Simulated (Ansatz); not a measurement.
The parent structure is WSi2 (space group I4/mmm, No. 139; relaxed with 0.1 eV smearing).

Space group I4/mmm (No. 139); a = 3.1853 Å, b = 3.1853 Å, c = 7.7731 Å, α = 90.00°, β = 90.00°, γ = 90.00°

```
atom  site  symmetry       x       y       z
----  ----  --------  ------  ------  ------
Si      4e       4mm  0.0000  0.0000  0.3347
W       2a     4/mmm  0.0000  0.0000  0.0000
```
(The calculation used a cell of 3 atoms; values per cell refer to that cell.)

Level of theory: LDA (Ansatz, a program for electronic structure, PAW, scalar-relativistic without spin-orbit coupling).

Strains are applied to the cell and any free atomic positions relax.

One change was made to it. Results:

| quantity | base | after |
|---|---|---|
| energy relative to the base (free energy F) | 0 meV/atom | +60 meV/atom |
| band gap | zero | zero |
| pressure (mean of the normal stresses, compression positive) | 0.0 GPa | 21.4 GPa |

**Question.** Name the change that was made.
(A) isotropic strain −2.50 %
(B) isotropic strain +1.50 %
(C) isotropic strain −0.50 %

**Answer.** A, isotropic strain −2.50 %. For comparison, the energy relative to the base in the other runs: isotropic strain +1.50 % gives +19 meV/atom; isotropic strain −0.50 % gives +2.2 meV/atom.

Stability against distortions was not tested. The final runs are not spin-polarised.
